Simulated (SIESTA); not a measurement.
## LDA against PBE in SIESTA: the gap on the mesh of tetrahedral semiconductors

Single points in SIESTA on the same cell and mesh at two levels: PBE (numerical atomic orbitals DZP, PseudoDojo PBE standard norm-conserving potentials (rewritten from UPF to PSML)) and LDA (numerical atomic orbitals DZP, PseudoDojo LDA standard norm-conserving potentials (rewritten from UPF to PSML)). No measured value is used, so the table compares levels and does not rank them. The number in brackets is the space group.

Here x stands for gap on the mesh, PBE and y for gap on the mesh, LDA.

```csv
crystal,"gap on the mesh, PBE (eV)","gap on the mesh, LDA (eV)",cell as run (Å³/atom),k mesh,cutoffs
CdSe (186),0.862,0.576,28.64,5×5×3,grid 4082 eV
ZnO (186),1.168,?,11.85,6×6×4,grid 5442 eV
GaN (216),1.343,1.373,12.20,6×6×6,grid 4762 eV
CdS (216),1.495,1.247,23.98,10×10×10,grid 4762 eV
ZnSe (216),1.557,1.314,22.43,10×10×10,grid 4762 eV
AlAs (216),1.621,1.524,22.67,8×8×8,grid 4082 eV
AlN (186),4.101,4.176,10.70,12×12×7,grid 4762 eV
```

Problem. Fit y against x with a straight line, and predict the withheld value at x = 1.168.

Solution. With u = x - 1.8, the rows have u = -0.9380, -0.4570, -0.3050, -0.2430, -0.1790, 2.3010. Means: u 0.029833, y 1.7017. About the means, the sum of products is 7.1642 and the sum of squares of u is 6.5621; the slope is their ratio. Least squares gives y = 1.6691 + 1.09176·u. Residuals (row less fit): -0.0690, 0.2028, -0.0891, -0.0898, 0.0503, -0.0052; standard error 0.1270 (degrees of freedom: 4). Full agreement would be y = x; this line has slope 1.092 and stands -0.131 eV from it at x = 1.800. At the withheld row, u = -0.6320, so y = 1.6691 + 1.09176 × (-0.6320) = 0.979 eV. The calculation gives 1.120 eV, 0.141 eV above the prediction (3.9 % of the range of y in the table). The row lies between fitted rows. From the scatter of the fitted rows alone, a prediction at this place has a standard error of 0.1410 eV, so the miss is 1.0 times that.

Copying x would have missed this row by 0.048. The cells are not relaxed at this level: typed lattice constants and structures from a database of calculations, some with the lattice rescaled by up to 2.5 %. Spin-orbit coupling is off, which matters for the heavier members. Gaps are read on the mesh, which need not hold the band edges; crystals whose gap falls under 0.15 eV in either column are left out. SIESTA: values carry the incompleteness of an atom-centred basis. The rows, and the inner row withheld, were drawn at random from non-magnetic crystals of this class with sound runs on fine meshes; tables whose line scatters by over 5 % of the range, or whose columns agree throughout, aren't shown.
